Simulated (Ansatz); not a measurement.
Base system: PtSe$_{2}$ in the 2H-MoS2 type structure (space group P6_3/mmc, No. 194; a = 3.5707 Å, c = 10.9640 Å; a hypothetical phase, not in the database extracts checked; layered, stacked along the Cartesian z axis).

Level of theory: PBE-D3(BJ) in Ansatz (plane waves to 420 eV, PAW, without spin-orbit coupling), earlier PAW set.

Base values:

| Item | Value |
|---|---|
| In-plane lattice parameter a | 3.571 Å |
| Shortest interatomic distance | 2.563 Å |

One thing is altered: a free-standing slab of 4 layers (12 atoms, 3 a layer) is cut normal to the stacking axis, with 15 Å of vacuum and the in-plane cell relaxed.

### Question
What does the calculation give for the thickness between the outermost nuclei after the change?

### Answer
The thickness between the outermost nuclei comes out as 19.56 Å.

### Question
What happens to the in-plane lattice parameter a?

### Answer
The in-plane lattice parameter a falls by 0.005 Å, from 3.571 Å to 3.566 Å.

### Question
Estimate the effect on the excess energy per area of both faces.

### Answer
The excess energy per area of both faces (slab less bulk energy over the cell's area: twice a surface energy) is 0.8 J/m² (uncertain by up to 0.2 J/m²).

### Question
Predict the new shortest interatomic distance.

### Answer
The shortest interatomic distance falls by 0.038 Å, from 2.563 Å to 2.525 Å.

The excess energy carries the mismatch between the slab's and the bulk's meshes. Whether these cells are dynamically stable was not tested. The final runs are not spin-polarised. PtSe2 has a high density of states at the Fermi level and may be magnetic at this level.

Ansatz is a program for electronic structure.
